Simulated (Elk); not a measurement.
Elk 10.2.4, DFT, PBE, spin-polarised, all-electron FP-LAPW, Elk's shipped species files: a generated cell (prototype structure at a guessed volume, not a measured phase) of VSn (space group P4/mmm), 2 atoms, spin-polarised from a ferromagnetic start. Basis and mesh were picked for this test and aren't claimed converged.

```
Quantity                                                          Result
---------------------------------------  -------------------------------
cell                                     2.97, 2.97, 3.89 Å; 90, 90, 90°
task                                                        ground state
xctype                                                                20
spinpol                                                             true
reducebf                                                             0.5
swidth                                                     0.004 Hartree
k mesh (ngridk)                                                    8×8×6
maxscl                                                               100
rgkmax                                                       7 (default)
empty states an atom (nempty)                                4 (default)
epspot (Hartree)                                         1e-06 (default)
epsengy (Hartree)                                       0.0001 (default)
k-points after symmetry (for each spin)                               60
largest matrix size                                                  124
valence states                                                        50
```

Settings of this run: mixtype = 0, beta0 = 0.3, tefvit = false; 4 threads, 1 BLAS thread.

```
loop  total energy (Hartree)  RMS change in potential
----  ----------------------  -----------------------
1             -7130.31489403                        -
2             -7132.19466472              1.309208667
3             -7132.55550543             0.9094530009
4             -7131.10550170             0.6450735892
5             -7130.80025477             0.4470859727
6             -7129.78184421             0.3197145400
7             -7129.70067691             0.2212116745
8             -7129.08446282             0.1606636072
9             -7129.13688517             0.1113210517
10            -7128.74859208         0.8321954272E-01
11            -7128.85094273         0.5825378005E-01
12            -7128.59325799         0.4568054726E-01
13            -7128.70393774         0.3282894166E-01
14            -7128.52518989         0.2738504405E-01
…                          …                        …
51            -7128.51764361         0.8105870425E-04
52            -7128.51700592         0.1266887567E-03
53            -7128.51764808         0.5895573417E-04
54            -7128.51718357         0.1008165039E-03
55            -7128.51766613         0.4396023028E-04
56            -7128.51732993         0.8124188967E-04
57            -7128.51769371         0.3428641798E-04
58            -7128.51745064         0.6637075692E-04
…                          …                        …
93            -7128.51816537         0.8906776328E-05
94            -7128.51817044         0.8778343235E-05
95            -7128.51817869         0.8280156075E-05
96            -7128.51818293         0.8128440884E-05
97            -7128.51818940         0.7693091727E-05
98            -7128.51819548         0.7530684407E-05
99            -7128.51820086         0.7153702350E-05
100           -7128.51820593                        -
```

The run ended without self-consistency in 100 loops.

Question: What should be changed so that self-consistency is reached?

Answer: This is not unique; one that fits is mixtype = 1, beta0 = 0.1 (56 self-consistent loops) or mixtype = 1, beta0 = 0.05 (default) (63 self-consistent loops), all else kept. The other changes of this size gave: mixtype = 1, beta0 = 0.01 (not converged). With more settings changed, the fewest of all runs of this system: mixtype = 3 (default), beta0 = not set, mixsdb = 8, broydpm = [0.4, 0.15] (default) (23). Counts are of single runs.
